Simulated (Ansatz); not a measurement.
```yaml
crystal:
  lattice:
    - [11.00000, 0.00000, 0.00000]
    - [0.00000, 11.00000, 0.00000]
    - [0.00000, 0.00000, 2.62194]
  atoms:
    - { symbol: B, position: [0.50000, 0.50000, 0.00000] }
    - { symbol: N, position: [0.50000, 0.50000, 0.50000] }
```

Calculation: PBE (plane waves to 420 eV, PAW; Ansatz, an electronic-structure program). Mesh 1×1×116. No spin polarisation. Periodic along z alone, with about 11 Å of vacuum beside it. A hypothetical model. It keeps the symmetry and period of its start, so it need not be a minimum against all distortions. Pairing along the axis, which can open a gap, is among the distortions not tried.

Problem. Tabulate the two highest filled and two lowest empty levels along the axis, from the valence top.

Solution. 
| k (2π/c) | v2 (eV) | v1 (eV) | c1 (eV) | c2 (eV) |
|---|---|---|---|---|
| 0.000 | -3.31 | -3.31 | 5.26 | – |
| 0.042 | -3.27 | -3.27 | 5.30 | – |
| 0.083 | -3.17 | -3.17 | 5.42 | – |
| 0.125 | -3.01 | -3.01 | – | – |
| 0.167 | -2.79 | -2.79 | – | – |
| 0.208 | -2.50 | -2.50 | – | – |
| 0.250 | -2.16 | -2.16 | – | – |
| 0.292 | -1.76 | -1.76 | – | – |
| 0.333 | -1.33 | -1.33 | – | – |
| 0.375 | -0.89 | -0.89 | 5.33 | 5.33 |
| 0.417 | -0.46 | -0.46 | 4.64 | 4.64 |
| 0.458 | -0.13 | -0.13 | 4.15 | 4.15 |
| 0.500 | 0.00 | 0.00 | 3.96 | 3.96 |
A dash stands for levels within 1 eV of the vacuum level or above it.
